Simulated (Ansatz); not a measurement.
Seebeck coefficient (μV/K, mean over directions) of p-type CdSe (P6_3mc) against carrier density, Ansatz (a first-principles code) with PBEsol with spin-orbit coupling, rigid bands. Computed gap 0.42 eV; densities at which minority carriers matter at this gap, or further valleys turn the trend, are left out. Conductivity mass 0.95 mₑ (harmonic mean over directions), N_v = 2.2e19 cm⁻³ at 300 K.

```json
[
 {"hole density": "3e18 cm⁻³", "300 K": "410", "500 K": "485"},
 {"hole density": "1e19 cm⁻³", "300 K": "311", "500 K": "382"},
 {"hole density": "3e19 cm⁻³", "300 K": "…", "500 K": "…"},
 {"hole density": "1e20 cm⁻³", "300 K": "139", "500 K": "196"},
 {"hole density": "3e20 cm⁻³", "300 K": "77", "500 K": "…"},
 {"hole density": "1e21 cm⁻³", "300 K": "43", "500 K": "73"}
]
```

### Question
What belongs in the gaps?

### Answer

- 3e19 cm⁻³, 300 K: 225
- 3e19 cm⁻³, 500 K: 291
- 3e20 cm⁻³, 500 K: 123

Rigid bands with a gap fixed in temperature, one relaxation time for all states, no polarons or phonon drag, and whether or not such doping can be reached.
